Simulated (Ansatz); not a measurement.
**Quick settings and what they miss: HfSiSe (P4/nmm, 6 atoms in the cell)**

Self-consistent single point.

```
HfSiSe
1.0
    3.49125     0.00000     0.00000
    0.00000     3.49125     0.00000
    0.00000     0.00000     8.54197
Hf Si Se
2 2 2
Direct
  0.00000   0.50000   0.75644
  0.50000   0.00000   0.24356
  0.00000   0.00000   0.00000
  0.50000   0.50000   0.00000
  0.50000   0.00000   0.63248
  0.00000   0.50000   0.36752
```

Level of theory: PBEsol, PAW files made with PBE (plane waves; Ansatz, a first-principles code).

Base settings: basis.ecutwfc = 420 eV; kpoints.mp_grid.grid = 6 6 3; hamiltonian.xc = pbesol; hamiltonian.pseudopotentials = {kind: paw} (the program's default PAW files); scf.occupations.method = cold; scf.occupations.width = 0.272 eV.

Tight run (finer mesh or higher cutoff; not a proven limit): basis.ecutwfc: 420 eV → 590 eV; kpoints.mp_grid.grid: 6 6 3 → 9 9 5; scf.convergence.dr2_threshold: default (1e-07 eV) → 1e-09 eV. It gave Fermi level (on the code's own zero) 15.27 eV; pressure 5.15 GPa; largest force (vector length) 0.421 eV/Å.

Quick runs, as changes from the base:
- A: the base itself
- B: basis.ecutwfc: 420 eV → 295 eV; kpoints.mp_grid.grid: 6 6 3 → 4 4 4; kpoints.mp_grid.shift: default → 0.5 0.5 0.5; width narrowed by the program to 0.1090 eV
- C: basis.ecutwfc: 420 eV → 210 eV; kpoints.mp_grid.grid: 6 6 3 → 4 4 4; hamiltonian.xc: pbesol → lda; scf.occupations.method: cold → fermi_dirac; scf.occupations.width: 0.272 eV → 0.136 eV; scf.convergence.dr2_threshold: default (1e-07 eV) → 0.0001 eV [LDA (PW92)]
- D: basis.ecutwfc: 420 eV → 335 eV; kpoints.mp_grid.grid: 6 6 3 → 6 6 6; scf.occupations.width: 0.272 eV → 0.5 eV; kpoints.mp_grid.shift: default → 0.5 0.5 0.5
- E: basis.ecutwfc: 420 eV → 250 eV; kpoints.mp_grid.grid: 6 6 3 → 6 6 6; hamiltonian.xc: pbesol → lda [LDA (PW92)]

Energies are extrapolated to zero smearing width, which holds to low order in the width alone.

Dashes: energy of C, E, another energy zero.

† marks runs with another functional, U, potentials or spin treatment: their distance from the tight run is not a convergence error alone.

The count of work is k-points × plane waves × bands × iterations; it is no time. 

Pressures in the table are Ansatz's without its Pulay estimate, at a fixed set of plane waves; the tight run's value above holds the estimate.

The starting cell comes from a database of computed structures (which also holds hypothetical and non-ambient phases and stackings), without a prior relaxation at this level. Its lattice was rescaled by a random factor within 2.5 % of one. In the base run, with a pressure of about 5 GPa the cell is away from its equilibrium volume at this level.

```tsv
run	energy less tight (meV/atom)	pressure less tight (GPa)	largest miss in a force vector (eV/Å)	count of work / tight
A	1.1	0.04	0.012	0.20
B	45.5	-4.93	0.172	0.043
C†	–	-85.47	0.230	0.044
D	4.7	-0.60	0.022	0.14
E†	–	-29.84	0.121	0.18
```

Among the runs at the tight run's level, the energy misses run from 1.1 to 45.5 meV/atom.

Left out of this page: 1 run of the series outside the window shown, repeating another row's setting, or not comparable.

Keys are those of Ansatz 0.2.
